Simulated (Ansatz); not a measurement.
End structure of a constructed model of the (111) surface of fcc Pt, a pseudomorphic layer of Ag in the host's stacking (bottom of the slab: a bare face, its two planes held):

```xyz
7
Lattice="2.8072 0.0000 0.0000 -1.4036 2.4311 0.0000 0.0000 0.0000 30.0000" Properties=species:S:1:pos:R:3 pbc="T T T"
Pt     0.0000     1.6207     8.0493
Pt     1.4036     0.8104    10.3414
Pt     0.0000     0.0000    12.6246
Pt     0.0000     1.6207    14.9093
Pt     1.4036     0.8104    17.2040
Pt     0.0000     0.0000    19.5296
Ag     0.0000     1.6207    21.9244
```

Model: 7-atom slab, 13.9 Å thick at the start, 15x15x1 mesh, Fermi-Dirac 0.1 eV, dipole correction, 2 atoms held, the rest relaxed; start symmetry kept, larger cells not searched; no spin, no spin-orbit, no U. In PBE it is, or lies within 0.01 eV a 1x1 cell of, the lowest of the 2 structures of its composition computed so far; larger cells were not tried.

Problem. What is the computed work function of the top face (PBE (Ansatz, a quantum-chemistry and plane-wave program))?

Solution. 4.73 eV
